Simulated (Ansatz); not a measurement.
Band structure of YMg6Ga (Amm2, 8 atoms in the cell).

```
YMg6Ga
1.0
    5.05190     0.00000     0.00000
    0.00000     3.33935     5.75643
    0.00000    -3.33935     5.75643
Y Mg Ga
1 6 1
Cartesian
  2.52595   0.00000   3.74110
  2.52595   1.71295   6.69415
  2.52595  -1.71295   6.69415
  2.52595   0.00000   9.62233
  0.00000   1.72124   4.82884
  0.00000  -1.72124   4.82884
  0.00000   0.00000   7.68425
  0.00000   0.00000   1.95776
```

Method of the run: LDA (PW92), PAW files made with PBE (plane waves; Ansatz, an electronic-structure program).

Settings: kpoints.mp_grid.grid = 4 3 3; hamiltonian.xc = lda; hamiltonian.pseudopotentials = {kind: paw} (the program's default PAW files); scf.occupations.method = fermi_dirac; scf.occupations.width = 0.1 eV; kpoints.band_path.npoints = 8.

The starting cell comes from a database of computed structures (which also holds hypothetical and non-ambient phases and stackings), without a prior relaxation at this level. Its lattice was rescaled by a random factor within 2.5 % of one.

Levels in eV from the Fermi level, bands 38 to 45:
```csv
point,38,39,40,41,42,43,44,45
Γ,-2.24,-1.90,-1.80,-1.18,-0.54,0.22,0.72,1.71
X,-1.35,-0.96,-0.93,-0.31,0.22,0.46,0.80,0.84
S,-1.03,-0.93,-0.49,-0.16,0.31,0.40,0.44,0.86
R,-2.72,-1.96,-1.68,-1.52,0.22,0.73,0.91,1.52
A,-3.48,-3.03,-0.42,-0.39,-0.23,0.03,0.28,1.40
Z,-1.53,-1.32,-1.28,-1.11,-0.97,-0.96,-0.46,-0.34
Y,-1.13,-0.87,-0.43,-0.34,0.29,0.47,0.86,1.27
X1,-1.35,-0.96,-0.93,-0.31,0.22,0.46,0.80,0.84
A1,-3.48,-3.03,-0.42,-0.39,-0.23,0.03,0.28,1.40
T,-2.51,-2.42,-1.82,-1.43,0.26,0.57,1.15,1.54
```

Bands cross the Fermi level along this path, so the cell is metallic at this level.

Keys are those of Ansatz 0.2.
